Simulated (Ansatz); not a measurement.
Density of states of ScF₃ (Pm-3m) below the valence band maximum, PBEsol, rigid bands run with Ansatz (a program for electronic structure); cell volume 65.0 Å³.

```csv
energy from edge (eV),10⁻³ states/eV/cell
0.006,4250
0.031,4980
0.056,5040
0.081,5070
0.106,5190
0.131,5230
0.156,5270
0.181,5300
0.206,5420
0.231,5530
0.256,5610
0.281,5770
0.319,5940
0.344,6100
0.369,6320
0.394,6520
0.419,6770
0.444,7100
0.469,7470
0.494,8040
0.519,8930
0.544,20500
0.569,17200
0.594,12800
```

Q: What effective density of states at 300 K does this give (∫ g(E) exp(−E/k_BT) dE, both spins, divided by the cell's size)?

A: 1.8e21 cm⁻³, a density-of-states mass of 17.6 mₑ, valleys and band degeneracy included.

Spin-orbit coupling is left out; where it splits the top of the valence band, N_v and the p-type Seebeck coefficient come out somewhat high without it. Geometry: cell and atoms relaxed with PBEsol.

Formula and space group known from diffraction (Crystallography Open Database), not checked to be the room-temperature form: ScF3 (Pm-3m).
